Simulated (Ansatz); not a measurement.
For Be (model structure, Fm-3m, No. 225, 1 atoms in the cell), PBE (Ansatz, a quantum-chemistry and plane-wave program, PAW) gives:

```
Property                  Result
------------------  ------------
lattice constant a       3.157 Å
cohesive energy     3.65 eV/atom
```

What does r²SCAN (plane waves, PAW; Ansatz) give for the same quantities?


- lattice constant a: 3.159 Å (hardly moves)
- cohesive energy: 3.71 eV/atom (goes up by 0.06 eV/atom)

Changes are worked out from the printed values.

Unless a cell is named, each level is at its own relaxed cell (PBE 7.87, r²SCAN 7.88 Å³/atom).

Ansatz's density-functional and Hartree–Fock values are scalar-relativistic unless marked +SOC, with PAW data made under PBE.

A model structure was made by putting elements into a prototype or built by hand; it is no filed structure, need not be a known phase, and can be a saddle point held by its symmetry.
